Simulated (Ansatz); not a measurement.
Results of LC-ωPBE in Ansatz (PAW) for antifluorite Be₂C.

Settings: plane-wave cutoff 520 eV, 10×10×10 k mesh, scalar-relativistic PAW data made under PBE.

Computed at the level's own relaxed cell.

```
CELL_PARAMETERS angstrom
      0.00000     2.14471     2.14471
      2.14471     0.00000     2.14471
      2.14471     2.14471     0.00000
ATOMIC_POSITIONS crystal
  Be 0.25000 0.25000 0.25000
  Be 0.75000 0.75000 0.75000
  C  0.00000 0.00000 0.00000
```

Question: Give the elastic tensor (Voigt notation, GPa, ions relaxed, in the Cartesian axes of the cell as printed).

Answer: 
```
  640.7    14.2    14.2     0.0     0.0     0.0
   14.2   640.7    14.2     0.0     0.0     0.0
   14.2    14.2   640.7     0.0     0.0     0.0
    0.0     0.0     0.0   236.7     0.0     0.0
    0.0     0.0     0.0     0.0   236.7     0.0
    0.0     0.0     0.0     0.0     0.0   236.7
```

Ansatz is a program for electronic structure.
